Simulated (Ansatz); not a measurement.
**Contacts to C-dia (111, C face)**

Plane-wave PAW runs of Ansatz (a first-principles code) at PBE, 420 eV, without spin–orbit coupling and spin-polarised for magnetic metals alone: periodic stacks cut from bulk faces, the metal strained to the host, one local minimum each, barriers from the potential line-up.

```csv
metal face,host face,atoms; faces of host | metal; metal's strain (%)
(1) TaN-rs (001),C-dia (111),106; C/C | NTa/NTa; -2.8
(2) TiN-rs (001),C-dia (111),106; C/C | NTi/NTi; +1.1
(3) Mo (110),C-dia (111),109; C/C | Mo/Mo; -3.1
(4) W (110),C-dia (111),104; C/C | W/W; -3.8
(5) W (111),C-dia (111),52; C/C | W/W; -2.9
```

Estimate the barriers, and say how widely the hole barrier spreads over these metals and faces.


| metal face | host face | atoms; faces of host | metal; metal's strain (%) | hole barrier (eV) | electron barrier (eV) |
|---|---|---|---|---|
| (1) TaN-rs (001) | C-dia (111) | 106; C/C | NTa/NTa; -2.8 | 0.31 | 3.82 |
| (2) TiN-rs (001) | C-dia (111) | 106; C/C | NTi/NTi; +1.1 | 0.74 | 3.39 |
| (3) Mo (110) | C-dia (111) | 109; C/C | Mo/Mo; -3.1 | 0.64 | 3.49 |
| (4) W (110) | C-dia (111) | 104; C/C | W/W; -3.8 | 0.37 | 3.75 |
| (5) W (111) | C-dia (111) | 52; C/C | W/W; -2.9 | 0.92 | 3.21 |

The hole barrier spans 0.61 eV, from 0.31 to 0.92 eV.
